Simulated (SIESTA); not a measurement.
# SIESTA run on NaTiO₂ (R-3m, 4 atoms in the cell): self-consistent single point

Level of theory: GGA PBEsol, numerical atomic orbitals DZP, PseudoDojo PBEsol standard norm-conserving potentials (rewritten from UPF to PSML) in SIESTA.

Input:

```
# files in the folder: Na.psml Ti.psml O.psml (PseudoDojo PBEsol standard)
SystemName  NaTiO2
SystemLabel siesta

NumberOfAtoms                4
NumberOfSpecies              3
%block ChemicalSpeciesLabel
  1 11 Na
  2 22 Ti
  3 8 O
%endblock ChemicalSpeciesLabel
LatticeConstant              1.0 Ang
%block LatticeVectors
     1.506590000    0.869830000    5.399047000
    -1.506590000    0.869830000    5.399047000
     0.000000000   -1.739660000    5.399047000
%endblock LatticeVectors
AtomicCoordinatesFormat      ScaledCartesian
%block AtomicCoordinatesAndAtomicSpecies
     0.000000000    0.000000000    0.000000000  1
     0.000000000    0.000000000    8.098570500  2
     0.000000000    0.000000000   12.371489676  3
    -0.000000000    0.000000000    3.825651324  3
%endblock AtomicCoordinatesAndAtomicSpecies

XC.functional                GGA
XC.authors                   PBEsol
PAO.BasisSize                DZP
PAO.EnergyShift              0.01 Ry
MeshCutoff                   400 Ry
%block kgrid.MonkhorstPack
    8   0   0  0.0
    0   8   0  0.0
    0   0   8  0.0
%endblock kgrid.MonkhorstPack
OccupationFunction           FD
ElectronicTemperature        1160.45 K
Spin                         polarized
%block DM.InitSpin
  1 +0.00
  2 +1.00
  3 +0.00
  4 +0.00
%endblock DM.InitSpin

MaxSCFIterations             150
SCF.Mixer.Method             Pulay
SCF.Mixer.Weight             0.1
SCF.Mixer.History            8
SCF.DM.Tolerance             1.0E-04
Diag.ParallelOverK           true
WriteForces                  true
Charge.Mulliken              end
```

Output, abridged:

```
reinit: Reading from file input.fdf

reinit: System Name: NaTiO2
reinit: System Label: siesta

NOTE on units for spin output:
{S} is the spin magnetic moment, in units of the Bohr magneton,
assuming a g-factor for the electron spin of exactly 2.
The spin magnetic moment is then numerically equal to the charge inbalance,
in units of electrons, between the spin-up and -down channels.

coor:   Atomic-coordinates input format  =     Cartesian coordinates
coor:                                          (in units of alat)

siesta: Atomic coordinates (Bohr) and species
siesta:      0.00000   0.00000   0.00000  1        1
siesta:      0.00000   0.00000  15.30408  2        2
siesta:      0.00000   0.00000  23.37873  3        3
siesta:     -0.00000   0.00000   7.22943  3        4

siesta: System type = bulk

initatomlists: Number of atoms, orbitals, and projectors:      4    54    52

siesta: ******************** Simulation parameters ****************************
redata: Spin configuration                          = collinear
redata: Time-Reversal Symmetry                      = T
redata: Number of Atomic Species                    =        3
redata: Mesh Cutoff                                 =   400.0000 Ry
redata: Net charge of the system                    =     0.0000 |e|
redata: Min. number of SCF Iter                     =        0
redata: Max. number of SCF Iter                     =      150
redata: SCF convergence failure will abort job
redata: SCF mix quantity                            = Hamiltonian
redata: Mix DM or H after convergence               =   F
redata: Recompute H after scf cycle                 =   F
redata: Mix DM in first SCF step                    =   T
redata: No kicks to SCF
redata: DM Mixing Weight for Kicks                  =     0.5000
redata: Require Harris convergence for SCF          =   F
redata: Harris energy tolerance for SCF             =     0.000100 eV
   [... lines left out ...]
diag: Used triangular part                          = Lower
diag: Absolute tolerance                            =  0.100E-15
diag: Orthogonalization factor                      =  0.100E-05
diag: Memory factor                                 =  1.0000

superc: Internal auxiliary supercell:     9 x     9 x     9  =     729
superc: Number of atoms, orbitals, and projectors:   2916  39366  37908

                        Single-point calculation

superc: Internal auxiliary supercell:     9 x     9 x     9  =     729
superc: Number of atoms, orbitals, and projectors:   2916  39366  37908

outcell: Unit cell vectors (Ang):
        1.506590    0.869830    5.399047
       -1.506590    0.869830    5.399047
        0.000000   -1.739660    5.399047

outcell: Cell vector modules (Ang)   :    5.672400    5.672400    5.672400
outcell: Cell angles (23,13,12) (deg):     30.8052     30.8052     30.8052
outcell: Cell volume (Ang**3)        :     42.4520
new_DM -- step:     1
Initializing Density Matrix...

Attempting to read DM from file... Failed...
DM filled with atomic data (user-defined):

InitMesh: MESH = 72 x 72 x 72 = 373248
InitMesh: Mesh cutoff (required, used) =   400.000   491.510 Ry

stepf: Fermi-Dirac step function
        iscf     Eharris(eV)        E_KS(eV)     FreeEng(eV)     dDmax    Ef(eV) dHmax(eV)
   scf:    1    -3731.109182    -3750.044348    -3750.095100  0.627342 -3.175981 11.668543
     spin moment: {S} , |S| = {        0.0        0.0    0.45478 }     0.45478
   scf:    2    -3756.314014    -3753.417451    -3753.472700  0.034511 -3.698820  8.039571
     spin moment: {S} , |S| = {        0.0        0.0    0.51454 }     0.51454
   scf:    3    -3755.628290    -3756.126755    -3756.192008  0.069302 -4.841912  2.627663
     spin moment: {S} , |S| = {        0.0        0.0    0.65743 }     0.65743
   scf:    4    -3756.198833    -3756.163784    -3756.228843  0.001075 -4.817505  2.573812
     spin moment: {S} , |S| = {        0.0        0.0    0.65443 }     0.65443
   scf:    5    -3756.294642    -3756.321201    -3756.386197  0.033489 -4.583016  0.606184
     spin moment: {S} , |S| = {        0.0        0.0    0.61256 }     0.61256
   scf:    6    -3755.951771    -3756.219414    -3756.286824  0.011085 -4.821408  1.540284
   [... lines left out ...]
   scf:   17    -3756.333027    -3756.333071    -3756.403642  0.000410 -4.635981  0.001970
     spin moment: {S} , |S| = {        0.0        0.0    0.40330 }     0.40330
   scf:   18    -3756.332773    -3756.332912    -3756.403646  0.001438 -4.635884  0.000938
     spin moment: {S} , |S| = {        0.0        0.0    0.39449 }     0.39449
   scf:   19    -3756.332515    -3756.332696    -3756.403648  0.001912 -4.636238  0.000239
     spin moment: {S} , |S| = {        0.0        0.0    0.38255 }     0.38255
   scf:   20    -3756.332785    -3756.332740    -3756.403648  0.000425 -4.636202  0.000198
     spin moment: {S} , |S| = {        0.0        0.0    0.38508 }     0.38508
   scf:   21    -3756.332666    -3756.332702    -3756.403648  0.000320 -4.636233  0.000219
     spin moment: {S} , |S| = {        0.0        0.0    0.38304 }     0.38304
   scf:   22    -3756.332696    -3756.332699    -3756.403648  0.000015 -4.636240  0.000183
     spin moment: {S} , |S| = {        0.0        0.0    0.38291 }     0.38291
SCF Convergence by DM+H criterion
max |DM_out - DM_in|         :     0.0000154135
max |H_out - H_in|      (eV) :     0.0001833399
SCF cycle converged after 22 iterations

Using DM_out to compute the final energy and forces

siesta: E_KS(eV) =            -3756.3327

siesta: E_KS - E_eggbox =     -3756.3327

siesta: Atomic forces (eV/Ang):
     1    0.000000    0.000000   -0.000000
     2   -0.000000   -0.000000   -0.000000
     3    0.000000    0.000000   -0.069260
     4   -0.000000   -0.000000    0.069260
   Tot    0.000000   -0.000000    0.000000
   Max    0.069260
   Res    0.028275    sqrt( Sum f_i^2 / 3N )
   Max    0.069260    constrained

Stress tensor Voigt[x,y,z,yz,xz,xy] (kbar):       73.72       73.72       13.97        0.00        0.00       -0.00
(Free)E + p*V (eV/cell)    -3757.8292
Target enthalpy (eV/cell)    -3756.4036

siesta: Program's energy decomposition (eV):
siesta: Ebs     =      -875.723421
siesta: Eions   =      5195.696322
siesta: Ena     =       591.996459
siesta: Ekin    =      1996.007969
siesta: Enl     =      -530.670021
siesta: Eso     =         0.000000
siesta: Edftu   =         0.000000
siesta: DEna    =        26.314594
siesta: DUscf   =         1.380823
siesta: DUext   =         0.000000
siesta: Ex      =      -600.494180
siesta: Ec      =       -45.172022
siesta: Exc     =      -645.666201
siesta: Eharris =     -3756.332696
siesta: Etot    =     -3756.332699
siesta: FreeEng =     -3756.403648

siesta: Atomic forces (eV/Ang):
siesta:      1    0.000000    0.000000   -0.000000
siesta:      2   -0.000000   -0.000000   -0.000000
siesta:      3    0.000000    0.000000   -0.069260
siesta:      4   -0.000000   -0.000000    0.069260
siesta: ----------------------------------------
siesta:    Tot    0.000000   -0.000000    0.000000

siesta: Stress tensor (static) (eV/Ang**3):
siesta:     0.046012   -0.000000   -0.000000
siesta:    -0.000000    0.046011    0.000000
siesta:     0.000000    0.000000    0.008716

siesta: Cell volume =         42.451967 Ang**3

siesta: Pressure (static):
siesta:                Solid            Molecule  Units
   [... lines left out ...]
siesta:         -53.80063470        -46.35451661  kBar
   [... lines left out ...]

mulliken: Spin DOWN

Species: Na
Atom  Qatom  Qorb
               2s      3s      3s      2py     2pz     2px     3py     3pz
               3px
   1  4.281   0.940   0.094   0.055   1.005   1.001   1.005   0.061   0.058
              0.061

Species: Ti
Atom  Qatom  Qorb
               3s      4s      4s      3py     3pz     3px     4py     4pz
               4px     3dxy    3dyz    3dz2    3dxz    3dx2-y2 3dxy    3dyz
               3dz2    3dxz    3dx2-y2
   2  5.383   0.941   0.236  -0.019   0.983   0.984   0.983   0.104   0.117
              0.104   0.192   0.206   0.203   0.206   0.192  -0.012  -0.004

             -0.014  -0.004  -0.012

Species: O
Atom  Qatom  Qorb
               2s      2s      2py     2pz     2px     2py     2pz     2px
               3Pdxy   3Pdyz   3Pdz2   3Pdxz   3Pdx2-y2
   3  3.323   0.873   0.007   0.874   0.924   0.874  -0.070  -0.106  -0.070
              0.003   0.004   0.003   0.004   0.003
   4  3.323   0.873   0.007   0.874   0.924   0.874  -0.070  -0.106  -0.070
              0.003   0.004   0.003   0.004   0.003

mulliken: Qtot =       16.309

Mulliken Atomic Populations:
Atom #   charge [q] valence [e]      Sz [e]  Species
     1     0.442761    8.557239   -0.003900  Na
     2     0.849560   11.150440    0.384995  Ti
     3    -0.646160    6.646160    0.000909  O
     4    -0.646160    6.646160    0.000909  O
 Total     0.000000                0.382914
```

The run converged in 22 iterations.

The starting cell comes from a database of computed structures (which also holds hypothetical and non-ambient phases and stackings), without a prior relaxation at this level. With one magnetic atom in the cell only a parallel order is possible. Values carry the incompleteness of an atom-centred basis. With a pressure of about -5 GPa the cell is away from its equilibrium volume at this level.

Cost on one core of a shared machine: roughly 4 min.
